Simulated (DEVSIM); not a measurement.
Structure: Schottky contact on p-type InP, at 300 K.

```tsv
layer (left to right)	material	thickness (μm)	Na (cm⁻³)	τn (s)	τp (s)
1	InP	4.50	2.9e15	2.4e-9	2.4e-9
2	InP	0.720	2.6e18	2.4e-9	2.4e-9
```

Left contact: Schottky, work function 5.014 eV, emission velocity 2.1e6 cm/s. Right contact: ohmic. Voltage is applied to the left contact. Recombination: SRH at mid-gap, radiative, Auger. Mobility is μmin + (μ − μmin)/(1 + (N/Nref)^α).

Constants are typed, rounded textbook-type inputs, not results; the design itself was drawn at random and stands for no fabricated device. Values at 300 K.

| parameter | InP |
|---|---|
| gap (eV) | 1.344 |
| affinity (eV) | 4.38 |
| permittivity | 12.5 |
| Nc (cm⁻³) | 5.7e17 |
| Nv (cm⁻³) | 1.1e19 |
| μn (cm²/Vs) | 5200 |
| μp (cm²/Vs) | 170 |
| μn,min | 400 |
| μp,min | 10 |
| Nref,n | 3e17 |
| Nref,p | 4.9e17 |
| αn | 0.47 |
| αp | 0.62 |
| B (cm³/s) | 1.2e-10 |
| Cn (cm⁶/s) | 9e-31 |
| Cp (cm⁶/s) | 9e-31 |

Model (solved in DEVSIM): 1D drift-diffusion, Boltzmann statistics, complete ionisation; no tunnelling, impact ionisation, image-force lowering or self-heating. Metal contacts follow the ideal Schottky-Mott rule: no Fermi-level pinning, no interface dipoles.

Question: Tabulate band edges, carrier densities and field at zero bias.

Answer: Energies count from the Fermi level of the right contact; mesh points crowd at the junctions.

```
x (μm)   Ec (eV)  Ev (eV)  n (cm⁻³)  p (cm⁻³)  field (V/cm)
-------  -------  -------  --------  --------  ------------
0.000      0.634   -0.710     1.3e7     1.3e7         20000
0.02204    0.677   -0.667   2400000     6.8e7         19000
0.06408    0.753   -0.591    130000     1.3e9         17000
0.1443     0.877   -0.467      1000    1.6e11         14000
0.3855     1.090   -0.254     < 1e2    6.0e14          4100
0.7576     1.131   -0.214     < 1e2    2.8e15            60
1.468      1.131   -0.213     < 1e2    2.9e15           ≈ 0
3.006      1.131   -0.213     < 1e2    2.9e15           ≈ 0
3.728      1.131   -0.213     < 1e2    2.9e15           ≈ 0
4.124      1.131   -0.213     < 1e2    3.0e15            65
4.314      1.137   -0.207     < 1e2    3.7e15           790
4.434      1.164   -0.180     < 1e2    1.0e16          5300
4.477      1.203   -0.141     < 1e2    4.8e16         17000
4.500      1.279   -0.065     < 1e2    9.0e17         82000
4.532      1.307   -0.037     < 1e2    2.6e18           ≈ 0
4.580      1.307   -0.037     < 1e2    2.6e18           ≈ 0
4.668      1.307   -0.037     < 1e2    2.6e18           ≈ 0
4.830      1.307   -0.037     < 1e2    2.6e18           ≈ 0
5.051      1.307   -0.037     < 1e2    2.6e18           ≈ 0
5.140      1.307   -0.037     < 1e2    2.6e18           ≈ 0
5.190      1.307   -0.037     < 1e2    2.6e18           ≈ 0
5.220      1.307   -0.037     < 1e2    2.6e18           ≈ 0
```
